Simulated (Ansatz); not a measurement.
SrTiO$_{3}$ under load (space group P4/mmm), PBEsol with spin-orbit coupling, rigid bands in Ansatz (a quantum-chemistry and plane-wave program). Condition of this run: uniaxial stress zz = -1 GPa (compression positive) (the target of the relaxation). Band gap 1.83 eV, N_c = 5.14e19 cm⁻³ and N_v = 1.99e20 cm⁻³ at 300 K, conductivity masses along x (a = (3.89, 0.00, 0.00) Å; b = (0.00, 3.89, 0.00) Å; c = (0.00, 0.00, 3.90) Å) of 0.676 mₑ (electrons) and 1.72 mₑ (holes). Take k_BT = 0.02585 eV.

Problem. A film of it is 5 nm thick, with its normal along the direction named. Estimate the confinement energies in an infinite well.

Solution. ħ²π²/(2m t²) = 0.376 eV·nm²/(m/mₑ × t²) gives 22.3 meV for electrons and 8.74 meV for holes, so the gap would widen to about 1.86 eV. Finite barriers and nonparabolic bands lower this, and with several valleys or bands the heaviest mass along the normal sets the lowest level, not this average.

Problem. What thermal injection velocity √(2k_BT/πm) limits a ballistic channel along the direction named?

Solution. 6.54e6 cm/s for electrons and 4.10e6 cm/s for holes, a ratio of √(m_h/m_e) = 1.60, for dilute carriers.

Problem. What built-in voltage has an abrupt junction with N_A = 1e16 and N_D = 1e17 cm⁻³, all dopants ionised?

Solution. V_bi = E_g/e − (k_BT/e) ln(N_c N_v/(N_A N_D)) = 1.83 − 0.02585 × 16.14 = 1.41 V, for the computed gap.

Rigid bands with the computed gap; masses take one relaxation time for all states.
